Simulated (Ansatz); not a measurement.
For In2Au in space group Fm-3m (No. 225) at 300 K, quasi-harmonic lattice dynamics with PBEsol density-functional theory in Ansatz (plane waves, PAW) gives a volume expansion coefficient α_V = 56.18 × 10⁻⁶ K⁻¹, an isothermal bulk modulus B_T = 60.9 GPa, a molar volume V_m = 42.811 cm³/mol and C_V = 74.20 J/(mol K). The cell is a database entry relaxed within its symmetry; it need not be the phase found at ambient conditions. The run noted for some of its cells that some bands missed the eigensolver's tolerance. Spin-orbit coupling is not included.

Work out the Grüneisen parameter, C_P and the adiabatic bulk modulus.

γ = α_V B_T V_m / C_V = 1.97. C_P − C_V = α_V² B_T V_m T = 2.47 J/(mol K), so C_P = 76.67 J/(mol K). B_S = B_T C_P/C_V = B_T (1 + α_V γ T) = 62.9 GPa.

Ansatz is an electronic-structure program.
